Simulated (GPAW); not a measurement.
GPAW run on K₂RbScCl₆ (Fm-3m, 10 atoms in the cell): self-consistent single point.

Method: PBEsol, GPAW PAW datasets PBEsol (made by gpaw-setup) (plane waves; GPAW).

```xyz
10
Lattice="0.0000 5.5812 5.5812 5.5812 0.0000 5.5812 5.5812 5.5812 0.0000" Properties=species:S:1:pos:R:3 pbc="T T T"
K      8.3717     8.3717     8.3717
K      2.7906     2.7906     2.7906
Rb     5.5812     5.5812     5.5812
Sc     0.0000     0.0000     0.0000
Cl     2.4934     5.5812     5.5812
Cl     8.6689     5.5812     5.5812
Cl     5.5812     2.4934     5.5812
Cl     5.5812     8.6689     5.5812
Cl     5.5812     5.5812     2.4934
Cl     5.5812     5.5812     8.6689
```

Reference input (self-consistent single point, DFT PBEsol, plane waves, GPAW PAW datasets PBEsol (made by gpaw-setup)): mode = pw; ecut = 850 eV; xc = PBEsol; kpts = 3 3 3; mesh shift (steps) = 0 0 0; occupations.name = fermi-dirac; occupations.width = 0 eV; nbands = -6; convergence.density = 1e-05 e/electron; convergence.energy = 1e-05 eV/electron; convergence.bands = -4; symmetry.symmorphic = false. This run's input differs from it in these lines:

```diff
@@ -20,3 +20,3 @@
 
-calc = GPAW(mode=PW(850),
+calc = GPAW(mode=PW(425),
             xc='PBEsol',
```

Log, with long lists cut:

```
     iter     time        total  log10-change:
                         energy   eigst   dens
iter:   1 --:--:--   -41.150499   +0.35
iter:   2 --:--:--   -40.988491   -0.01  -1.27
iter:   3 --:--:--   -40.233675   -0.85  -1.32
iter:   4 --:--:--   -40.012672   -1.01  -1.48
iter:   5 --:--:--   -40.275958   -1.01  -1.64
   [... 4 lines left out ...]
iter:  10 --:--:--   -39.998351   -2.93  -2.65
iter:  11 --:--:--   -39.998836   -3.38  -2.65
iter:  12 --:--:--   -39.997788   -3.53  -2.82
iter:  13 --:--:--   -39.997469   -4.36  -3.01
iter:  14 --:--:--   -39.997342c  -4.36  -3.23
iter:  15 --:--:--   -39.997332c  -5.07  -3.54
iter:  16 --:--:--   -39.997328c  -5.34  -3.65
iter:  17 --:--:--   -39.997328c  -5.52  -3.85
iter:  18 --:--:--   -39.997326c  -6.03  -3.89
iter:  19 --:--:--   -39.997326c  -6.04  -4.01
iter:  20 --:--:--   -39.997328c  -6.25  -4.21
iter:  21 --:--:--   -39.997329c  -6.26  -4.28
iter:  22 --:--:--   -39.997329c  -6.77  -4.60
iter:  23 --:--:--   -39.997329c  -7.08  -4.96
iter:  24 --:--:--   -39.997329c  -7.33  -5.03c
iter:  25 --:--:--   -39.997329c  -7.61c -5.05c
Converged after 25 iterations.

Dipole moment: (0.000000, 0.000000, 0.000000) |e|*Ang

Energy contributions relative to reference atoms: (reference = -209754.503601)

Kinetic:        +23.713460
Potential:      -27.027493
External:        +0.000000
XC:             -35.426491
Entropy (-ST):   +0.000000
Local:           -1.256804
SIC:             +0.000000
--------------------------
Free energy:    -39.997329
Extrapolated:   -39.997329

Showing only first 2 kpts
 Kpt  Band  Eigenvalues  Occupancy
  0    38     -0.50966    2.00000
  0    39     -0.50966    2.00000
  0    40      3.53054    0.00000
  0    41      3.53054    0.00000

  1    38     -0.71860    2.00000
  1    39     -0.61602    2.00000
  1    40      3.62017    0.00000
  1    41      3.70032    0.00000

Fermi level: 1.50537

Gap: 4.030 eV
Transition (v -> c):
   [... lines left out ...]
Direct gap: 4.036 eV
   [... lines left out ...]
  4 Cl   -0.14558   -0.00000    0.00000
  5 Cl    0.14558   -0.00000    0.00000
  6 Cl    0.00000   -0.14558   -0.00000
  7 Cl    0.00000    0.14558    0.00000
  8 Cl    0.00000   -0.00000   -0.14558
  9 Cl    0.00000    0.00000    0.14558

Stress tensor:
     0.008867     0.000000     0.000000
     0.000000     0.008867    -0.000000
     0.000000    -0.000000     0.008867
Stress (GPa, Voigt): [ 1.4207  1.4207  1.4207 -0.      0.      0.    ]
```

The run converged in 25 iterations. GPAW prints stress with tension positive. Against the reference run the free energy rises by 24.9 meV/atom, the pressure goes from -1.08 to -1.42 GPa, the largest force hardly changes (0.145 to 0.146 eV/Å) and the gap on the mesh hardly changes (4.027 to 4.030 eV).

The starting cell comes from a database of computed structures (which also holds hypothetical and non-ambient phases and stackings), without a prior relaxation at this level.

Cost on one core of a shared machine: roughly 2 min.
